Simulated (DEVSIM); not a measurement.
Structure: abrupt Si p-n junction, at 350 K.

Layer 1 from the left is Si, thickness (μm) 95.0, Na (cm⁻³) 1.9e18, τn (s) 1.9e-5, τp (s) 6.3e-7. Layer 2 from the left is Si, thickness (μm) 0.950, Nd (cm⁻³) 9.9e14, τn (s) 6.3e-7, τp (s) 6.3e-7.

Left contact: ohmic. Right contact: ohmic. Voltage is applied to the left contact. Recombination: SRH at mid-gap, Auger. Mobility is μmin + (μ − μmin)/(1 + (N/Nref)^α).

This is a model device: material constants are rounded textbook-type values typed into the input, and sizes, dopings and lifetimes were drawn at random. Values at 300 K; Nc and Nv go as T^1.5, mobilities as T to minus their exponent, the gap by Varshni's rule with the affinity fixed.

Si: gap (eV) 1.124, affinity (eV) 4.05, permittivity 11.7, Nc (cm⁻³) 2.86e19, Nv (cm⁻³) 3.1e19, μn (cm²/Vs) 1417, μp (cm²/Vs) 470, μn,min 52, μp,min 45, Nref,n 9.7e16, Nref,p 2.2e17, αn 0.68, αp 0.72, T exponent of μn 2.3, T exponent of μp 2.2, Cn (cm⁶/s) 2.8e-31, Cp (cm⁶/s) 9.9e-32, Varshni α (eV/K) 0.000473, Varshni β (K) 636.

Simulated with DEVSIM: 1D drift-diffusion, Boltzmann statistics, complete ionisation; no tunnelling, impact ionisation, image-force lowering or self-heating.

Question: What does the simulation give for the dark forward voltage at 100 A/cm², the dark forward voltage at 1 A/cm²?

Answer: dark forward voltage at 100 A/cm² 0.590 V; dark forward voltage at 1 A/cm² 0.373 V.
